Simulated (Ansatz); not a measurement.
**Ru: Ru → Os**

The reference is Ru in the hcp (Mg type) structure (space group P6_3/mmc, No. 194; a = 2.7058 Å, c = 4.2623 Å).

Now apply this change: Os takes the place of Ru on all its sites, then cell and atoms are relaxed.

Method: Ansatz (an electronic-structure program) r2SCAN, no spin-orbit coupling, earlier PAW set. Settings: 19×19×11 k-points, 0.05 eV Fermi–Dirac smearing, for the changed cell.

```tsv
quantity	base	changed	shift
volume per atom	13.51 Å³	14.02 Å³	+0.51 Å³
density	12.42 g/cm³	22.53 g/cm³	+10.11 g/cm³
lattice parameter a	2.706 Å	2.739 Å	+0.033 Å
c/a ratio	1.575	1.576	+0.001
shortest interatomic distance	2.642 Å	2.676 Å	+0.0333 Å
band gap	zero	zero	–
```

Cost of the whole job for the changed cell (relaxation, final SCF and bands): around 90 core-seconds (rough).

No phonon test of stability was made. All final runs are without spin polarisation.
